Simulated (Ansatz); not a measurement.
Evanescent states of TiO₂ (P4_2/mnm, rutile, 6 atoms a cell, 10.4 Å³ an atom) along the normal of (001)

The numbers are results of r2SCAN (plane waves, PAW; Ansatz, an electronic-structure program), not measurements.

No gap correction and no spin-orbit coupling; mid-gap is the computed energy nearest the middle.

Energies count from the valence-band top; κ is the least over a 8×8 mesh across the current.

```tsv
E (eV)	κ (1/Å)	where
0.06	0.224	off Γ
0.18	0.256	Γ
0.30	0.266	Γ
0.42	0.274	Γ
0.54	(withheld)	Γ
0.66	(withheld)	Γ
0.78	(withheld)	Γ
0.90	(withheld)	Γ
1.02	(withheld)	Γ
1.14	(withheld)	Γ
1.26	(withheld)	Γ
1.38	(withheld)	Γ
1.50	(withheld)	Γ
1.62	(withheld)	Γ
1.74	0.229	Γ
1.86	0.204	Γ
1.98	0.171	Γ
2.10	0.119	Γ
```

Complete the blanks.


- 0.54, κ (1/Å): 0.280
- 0.66, κ (1/Å): 0.284
- 0.78, κ (1/Å): 0.286
- 0.90, κ (1/Å): 0.287
- 1.02, κ (1/Å): 0.286
- 1.14, κ (1/Å): 0.284
- 1.26, κ (1/Å): 0.279
- 1.38, κ (1/Å): 0.271
- 1.50, κ (1/Å): 0.261
- 1.62, κ (1/Å): 0.247
